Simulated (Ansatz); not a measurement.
For bcc Ca (high-temperature phase), PBEsol (Ansatz, an electronic-structure program, plane waves, PAW) gives:

```
Quantity                   Result
-------------------  ------------
lattice parameter a       4.323 Å
cohesive energy      2.09 eV/atom
```

Question: What does HSE06 in Ansatz (PAW) give for the same quantities?

Answer: 
- lattice constant a: 4.457 Å (rises by 3.1 %)
- cohesive energy: 1.78 eV/atom (drops by 0.31 eV/atom)

Changes are worked out from the printed values.

Unless a cell is named, each level is at its own relaxed cell (PBEsol 40.39, HSE06 44.28 Å³/atom).

Caveats: symmetry holds this phase in the static calculation, where it need not be a minimum (PBEsol, HSE06). Ansatz's density-functional and Hartree–Fock values are scalar-relativistic unless marked +SOC, with PAW data made under PBE.
